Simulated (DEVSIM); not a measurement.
Structure: Schottky contact on p-type In0.53Ga0.47As, at 400 K.

```tsv
layer (left to right)	material	thickness (μm)	Na (cm⁻³)	τn (s)	τp (s)
1	In0.53Ga0.47As	2.20	2.3e16	7.9e-10	7.9e-10
```

Left contact: Schottky, work function 4.98 eV, emission velocity 2.3e6 cm/s. Right contact: ohmic. Voltage is applied to the left contact. Recombination: SRH at mid-gap. Mobility is μmin + (μ − μmin)/(1 + (N/Nref)^α).

Constants are typed, rounded textbook-type inputs, not results; the design itself was drawn at random and stands for no fabricated device. Values at 300 K; Nc and Nv go as T^1.5, mobilities as T to minus their exponent, the gap by Varshni's rule with the affinity fixed.

```tsv
parameter	In0.53Ga0.47As
gap (eV)	0.74
affinity (eV)	4.51
permittivity	13.9
Nc (cm⁻³)	2.1e17
Nv (cm⁻³)	7.7e18
μn (cm²/Vs)	12000
μp (cm²/Vs)	300
μn,min	300
μp,min	10
Nref,n	1.3e17
Nref,p	4.9e17
αn	0.48
αp	0.4
T exponent of μn	1.6
T exponent of μp	1.6
Varshni α (eV/K)	0.00035
Varshni β (K)	190
```

Simulated with DEVSIM: 1D drift-diffusion, Boltzmann statistics, complete ionisation; no tunnelling, impact ionisation, image-force lowering or self-heating. Metal contacts follow the ideal Schottky-Mott rule: no Fermi-level pinning, no interface dipoles.

The temperature was swept, all else fixed.

```json
[
 {"temperature (K)": "250", "potential step across the device at zero bias (V)": "0.165", "largest field in the device at zero bias (V/cm)": "29000"},
 {"temperature (K)": "300", "potential step across the device at zero bias (V)": "0.120", "largest field in the device at zero bias (V/cm)": "24000"},
 {"temperature (K)": "350", "potential step across the device at zero bias (V)": "0.073", "largest field in the device at zero bias (V/cm)": "16000"},
 {"temperature (K)": "400", "potential step across the device at zero bias (V)": "0.024", "largest field in the device at zero bias (V/cm)": "6300"},
 {"temperature (K)": "450", "potential step across the device at zero bias (V)": "0.025", "largest field in the device at zero bias (V/cm)": "7800"},
 {"temperature (K)": "500", "potential step across the device at zero bias (V)": "0.076", "largest field in the device at zero bias (V/cm)": "27000"}
]
```

From the first row to the last the potential step across the device at zero bias goes from 0.165 to 0.076. From the first row to the last the largest field in the device at zero bias goes from 29000 to 27000.
